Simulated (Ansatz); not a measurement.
Amorphous Al28O45Y2, 75 atoms at 3.27 g/cm³, one PBE-relaxed geometry, zone centre. Methods: PBE, scalar-relativistic without spin-orbit coupling (Ansatz, an electronic-structure program); r2SCAN, scalar-relativistic without spin-orbit coupling (Ansatz); HSE06, scalar-relativistic without spin-orbit coupling (Ansatz). Plane waves to 420 eV (r2SCAN 500 eV); exact exchange is cut at the cell's faces. At PBE the levels at the filled edge of the gap are localised (band-tail or defect states), and the nearest spread-out levels lie 4.0 eV apart at the zone centre. All rungs ran without spin polarisation.

The cell was made by melting and quenching with the CHGNet potential and then relaxed with DFT. O atoms were pushed apart under 1.9 Å during the dynamics, to hinder bonds among them. The hot cell started wider than the set density and was brought back towards it in steps. It is the lowest in DFT energy of 2 quenches. It is a model cell: composition and starting density were chosen by hand, and all elements were melted together. No dispersion term was used. Its density started from a set value of 3.27 and ended at 3.27 g/cm³. Cooling (nominally 410 K/ps over its main leg) ran many orders faster than in experiment, which tends to leave more defects and strain. Values belong to this one cell and scatter from quench to quench. The volume was held where the preparation left it and the shape relaxed, at a PBE pressure of -0.7 GPa (tension). Stress components on the final sampling reach 0.8 GPa.

The relaxation ran on the zone centre alone. At PBE the level gap is 3.52 eV on a 2×2×2 Γ-centred mesh, and the spacing at the zone centre alone 3.55 eV.

Problem. What zone-centre spacing does r2SCAN give, roughly?

Solution. 4.20 eV (+0.64 eV against PBE).

Problem. What zone-centre spacing does HSE06 give, roughly?

Solution. 5.26 eV (+1.70 eV against PBE).

The highest filled and the lowest empty state spread over these numbers of atoms (participation numbers): PBE: 4.7 and 59.5; r2SCAN: 4.6 and 58.1; HSE06: 5.1 and 58.5.
